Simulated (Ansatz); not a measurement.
Base system: Bi2Se3 in the Bi2Te3 type structure (space group R-3m, No. 166).

```
CELL_PARAMETERS angstrom
      2.07239     1.19650     9.75607
     -2.07239     1.19650     9.75607
      0.00000    -2.39299     9.75607
ATOMIC_POSITIONS crystal
  Bi 0.39938 0.39938 0.39938
  Bi 0.60062 0.60062 0.60062
  Se 0.00000 0.00000 0.00000
  Se 0.21422 0.21422 0.21422
  Se 0.78578 0.78578 0.78578
```

Cartesian axes are those of the cell as printed.

Method: plane-wave PAW DFT at the r2SCAN+rVV10 level (Ansatz, a program for electronic structure, 500 eV), without spin-orbit coupling, earlier PAW set.

Before the change:

```
Item                                Result
-----------------------------  -----------
Gap character                  direct at Γ
Width of the top valence band      1.22 eV
Pressure                          0.00 GPa
```

It is then changed as follows: the cell is compressed by 1.00 % along z with no lateral relaxation; the atoms relax in the strained cell.

### Question
How does this affect the gap character, width of the top valence band, energy relative to the base and pressure?

### Answer
The gap character remains direct at Γ; the width of the top valence band grows by 0.04 eV, from 1.22 eV to 1.26 eV; the energy increases by 0.4 meV/atom; the pressure (mean of the normal stresses, compression positive) goes from zero to 0.27 GPa.

Spin-orbit coupling, missing from the scalar runs, can matter with Bi. Whether these cells are dynamically stable was not tested.
